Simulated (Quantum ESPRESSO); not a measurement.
Worked example: self-consistent single point of a (110) slab of Os (cut from a parent of space group no. 194; 10 atoms in the cell) in Quantum ESPRESSO.

Method of the run: LDA (PZ), GBRV 1.5 ultrasoft (LDA) pseudopotentials (plane waves; Quantum ESPRESSO).

```
CELL_PARAMETERS angstrom
      4.28305     0.00000     0.00000
      0.00000     4.70887     0.00000
      0.00000     0.00000    15.49220
ATOMIC_POSITIONS crystal
  Os 0.75000 0.08333 0.32274
  Os 0.25000 0.41667 0.32274
  Os 0.75000 0.58333 0.41137
  Os 0.25000 0.91667 0.41137
  Os 0.75000 0.08333 0.50000
  Os 0.25000 0.41667 0.50000
  Os 0.75000 0.58333 0.58863
  Os 0.25000 0.91667 0.58863
  Os 0.75000 0.08333 0.67726
  Os 0.25000 0.41667 0.67726
```

Reference input (self-consistent single point, DFT, LDA (PZ), plane waves, GBRV 1.5 ultrasoft (LDA) pseudopotentials): ecutwfc = 40 Ry; ecutrho = 320 Ry; occupations = smearing; smearing = gaussian; degauss = 0.0073499 Ry; potentials = {Os: os_lda_v1.2.uspp.F.UPF}; K_POINTS = automatic 5 5 1 0 0 0; tefield = true; dipfield = true; edir = 3; emaxpos = 0.97; eopreg = 0.05. This run's input differs from it in these lines:

```diff
@@ -41,3 +41,3 @@
 K_POINTS {automatic}
-5 5 1  0 0 0
+10 9 1  0 0 0
 CELL_PARAMETERS {angstrom}
```

The program printed (abridged):

```
     Self-consistent Calculation

     iteration #  1     ecut=    40.00 Ry     beta= 0.20

     negative rho (up, down):  1.671E+00 0.000E+00

     Adding external electric field

     Computed dipole along edir(3) :
        Dipole               -0.0001 Ry au,         -0.0001 Debye
        Dipole field         -0.0000 Ry au,

        Potential amp.        0.0000 Ry
        Total length         27.8122 bohr

     total energy              =   -1987.17145386 Ry
     estimated scf accuracy    <       2.03739162 Ry

     iteration #  2     ecut=    40.00 Ry     beta= 0.20

     negative rho (up, down):  1.667E+00 0.000E+00

   [... lines left out ...]
        Dipole field          0.0000 Ry au,

        Potential amp.       -0.0001 Ry
        Total length         27.8122 bohr

     total energy              =   -1986.90051762 Ry
     estimated scf accuracy    <          3.1E-09 Ry

     iteration # 22     ecut=    40.00 Ry     beta= 0.20

     negative rho (up, down):  1.635E+00 0.000E+00

     Adding external electric field

     Computed dipole along edir(3) :
        Dipole                0.0001 Ry au,          0.0003 Debye
        Dipole field          0.0000 Ry au,

        Potential amp.       -0.0000 Ry
        Total length         27.8122 bohr
     End of self-consistent calculation

   [... 9 lines left out ...]

   [... 9 lines left out ...]

     the Fermi energy is     8.9249 ev

!    total energy              =   -1986.90051762 Ry
     estimated scf accuracy    <          8.1E-10 Ry
     smearing contrib. (-TS)   =      -0.00405569 Ry
     internal energy E=F+TS    =   -1986.89646193 Ry

     electric field correction =       0.00000000 Ry

     convergence has been achieved in  22 iterations

     negative rho (up, down):  1.635E+00 0.000E+00

     Forces acting on atoms (cartesian axes, Ry/au):

     atom    1 type  1   force =     0.00000002    0.02018567    0.07054162
     atom    2 type  1   force =    -0.00000000   -0.02018206    0.07053737
     atom    3 type  1   force =     0.00000004    0.03062900   -0.01771419
   [... lines left out ...]
     atom    7 type  1   force =     0.00000001    0.03062399    0.01768313
     atom    8 type  1   force =    -0.00000002   -0.03062182    0.01768473
     atom    9 type  1   force =     0.00000003    0.02018555   -0.07051442
     atom   10 type  1   force =    -0.00000002   -0.02018932   -0.07051877

     Total force =     0.163075     Total SCF correction =     0.000177

   JOB DONE.
```

The run converged in 22 iterations. Against the reference run the free energy goes up by 11.3 meV/atom and the largest force goes from 1.845 to 1.886 eV/Å.

The starting cell comes from a database of computed structures (which also holds hypothetical and non-ambient phases and stackings), without a prior relaxation at this level. The slab is cut from that crystal, and its faces are unrelaxed. Its lattice was rescaled in the plane by a random factor within 2.5 % of one. Spin polarisation is off. Forces in this geometry exceed 1 eV/Å.

Cost on one core of a shared machine: roughly 20 min.
